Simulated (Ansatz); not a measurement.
Levels about the gap of amorphous Hf18O39Y2 (59 atoms in a cell of 781 Å³, 8.54 g/cm³; zone centre alone, so wide bands show as single levels with stretches between that a denser mesh fills), at the geometry that PBE relaxed, where it gives 0.1 GPa on a denser mesh. The participation number counts the atoms over which a state spreads; weights are charges in smoothed Voronoi cells. The levels come from a single point, so bond lengths are those of that geometry. Method of the levels: PBE, scalar-relativistic without spin-orbit coupling (Ansatz, an electronic-structure program). Sampling: the zone centre alone; Fermi-Dirac width 0.02 eV; no spin polarisation. At PBE the levels at the filled edge of the gap are localised (band-tail or defect states).

A CHGNet melt-quench gave the starting glass, which DFT then relaxed. O atoms were pushed apart under 1.9 Å during the dynamics, to hinder bonds among them. The hot cell started wider than the set density and was brought back towards it in steps. It is the lowest in DFT energy of 2 quenches. It is a model cell: composition and starting density were chosen by hand, and all elements were melted together. No dispersion term was used. Its density started from a set value of 8.63 and ended at 8.54 g/cm³. The simulated quench (nominally 380 K/ps over its main leg) is rapid and tends to freeze in more defects than a deposited or slowly cooled glass has. Values belong to this one cell and scatter from quench to quench. The volume was free in the relaxation, at fixed shape. Stress components on the final sampling reach 2.7 GPa.

```csv
"E - E(highest filled), eV",filling,participation number,largest on,weight O,weight Hf,weight Y
-0.47,filled,18.1,"O, 3 neighbours",0.94,0.06,0.00
-0.41,filled,7.6,"O, 2 neighbours",0.95,0.04,0.01
-0.31,filled,16.1,"O, 3 neighbours",0.95,0.05,0.01
-0.28,filled,13.6,"O, 2 neighbours",0.95,0.05,0.01
-0.23,filled,13.4,"O, 3 neighbours",0.94,0.06,0.00
-0.20,filled,15.7,"O, 3 neighbours",0.95,0.04,0.01
0.00,filled,5.3,"O, 3 neighbours",0.95,0.05,0.00
3.92,empty,19.3,"Hf, 6 neighbours",0.48,0.46,0.06
4.06,empty,28.7,"Hf, 7 neighbours",0.43,0.51,0.06
4.22,empty,15.4,"Hf, 8 neighbours",0.37,0.59,0.04
4.27,empty,37.1,"Hf, 6 neighbours",0.48,0.47,0.05
4.37,empty,21.5,"Hf, 7 neighbours",0.39,0.56,0.05
4.48,empty,24.3,"Hf, 7 neighbours",0.37,0.58,0.05
4.52,empty,30.0,"Hf, 6 neighbours",0.37,0.60,0.03
```

Most localised among these is the filled level at +0.00 eV, on a O atom, which has 3 neighbours (Hf 2.08 Å, Hf 2.08 Å, Hf 2.25 Å).
